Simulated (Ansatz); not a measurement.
The starting structures come from a database of crystals and need not be the phases stable at ambient conditions.

Inside the gap of an insulator the Bloch states are evanescent, with a wavenumber k + iκ along the transport direction.

Data:

```xyz
16
Lattice="5.5145 0.0000 0.0000 -2.7572 9.3787 0.0000 0.0000 0.0000 7.3441" Properties=species:S:1:pos:R:3 pbc="T T T"
Ta    -0.0370     7.3322     5.5081
Ta     2.7202     2.0466     1.8360
Tl     4.1237     3.4402     5.5081
Tl     1.3664     5.9386     1.8360
Cu    -0.0349     1.9273     1.8360
Cu     2.7223     7.4514     5.5081
Cu     2.6155     0.0000     0.0000
Cu     2.6155     0.0000     3.6721
S     -1.3932     7.4373     3.6476
S      1.3640     1.9414     3.6965
S     -1.3932     7.4373     7.3686
S      1.3640     1.9414    -0.0245
S      1.3813     5.5320     5.5081
S      4.1386     3.8467     1.8360
S      4.0407     0.1230     1.8360
S      1.2835     9.2558     5.5081
```

Space group of this cell: Ama2. The cell was relaxed by PBE-D3(BJ); by PBEsol its mean pressure is -1.9 GPa.

Transport runs along the normal of the first two printed cell vectors.

No gap correction and no spin-orbit coupling; mid-gap values are interpolated between computed energies.

### Question
State the band gap and the smallest decay constant κ at mid-gap according to PBEsol in Ansatz (a quantum-chemistry and plane-wave program).

### Answer
Gap 1.62 eV on a 6×6×4 mesh; κ = 0.253 1/Å, at (0.167, 0.000) of the in-plane reciprocal vectors. At the zone centre, at the nearest computed energy, the slowest state has κ = 0.26 1/Å.
